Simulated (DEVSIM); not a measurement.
Structure: Schottky contact on n-type InP, at 300 K.

Layer 1 from the left is InP, thickness (μm) 2.40, Nd (cm⁻³) 1.4e15, τn (s) 1.9e-8, τp (s) 1.9e-8.

Left contact: Schottky, work function 5.32 eV, emission velocity 3.2e6 cm/s. Right contact: ohmic. Voltage is applied to the left contact. Recombination: SRH at mid-gap, radiative, Auger. Mobility is μmin + (μ − μmin)/(1 + (N/Nref)^α).

Constants are typed, rounded textbook-type inputs, not results; the design itself was drawn at random and stands for no fabricated device. Values at 300 K.

InP: gap (eV) 1.344, affinity (eV) 4.38, permittivity 12.5, Nc (cm⁻³) 5.7e17, Nv (cm⁻³) 1.1e19, μn (cm²/Vs) 5200, μp (cm²/Vs) 170, μn,min 400, μp,min 10, Nref,n 3e17, Nref,p 4.9e17, αn 0.47, αp 0.62, B (cm³/s) 1.2e-10, Cn (cm⁶/s) 9e-31, Cp (cm⁶/s) 9e-31.

DEVSIM, 1D drift-diffusion, Boltzmann statistics, complete ionisation; no tunnelling, impact ionisation, image-force lowering or self-heating. Metal contacts follow the ideal Schottky-Mott rule: no Fermi-level pinning, no interface dipoles.

Dark forward current:

```csv
|V| (V),|J| (A/cm²)
0.05,8.836e-10
0.10,4.279e-9
0.15,2.123e-8
0.20,1.210e-7
0.25,7.629e-7
0.30,5.064e-6
0.35,3.438e-5
0.40,0.0002354
0.45,0.001617
0.50,0.01111
0.55,0.07611
0.60,0.5178
0.65,3.424
0.70,19.96
0.75,80.47
0.80,200.8
0.85,362.5
0.90,547.5
0.95,745.9
1.00,952.5
1.05,1165
1.10,1381
1.15,1599
1.20,1820
1.25,2042
```

Work out the local ideality factor n = ΔV / (kT/q · ln(J2/J1)) between the rows 0.15 and 0.20 V, 0.45 and 0.50 V, 1.20 and 1.25 V.

kT/q = 25.85 mV. From 0.15 to 0.20 V: ln(1.210e-7/2.123e-8) = 1.740, n = 1.11. From 0.45 to 0.50 V: ln(0.01111/0.001617) = 1.927, n = 1.00, near the 1 of diffusion or emission over a barrier. From 1.20 to 1.25 V: ln(2042/1820) = 0.115, n = 16.81; the layers' resistance at their doping, Σ W/(qμN) = 0.00022 Ω cm², would take 49 mV of this step of 50 mV.

Estimate the current at 0.40 V for emission alone, J0 = q v N_band exp(−φB/kT), and read the barrier back from the simulated current.

φB = 0.940 eV, N_band = 5.70e17 cm⁻³, J0 = 4.71e-11 A/cm²; J = J0 (exp(qV/kT) − 1) = 0.000247 A/cm². The simulation gives 0.000235 A/cm²; the estimate lies 5.1 % above. Read backwards, the simulated current gives an apparent barrier of 0.941 eV. The estimate leaves out transport through the depletion region and minority injection.
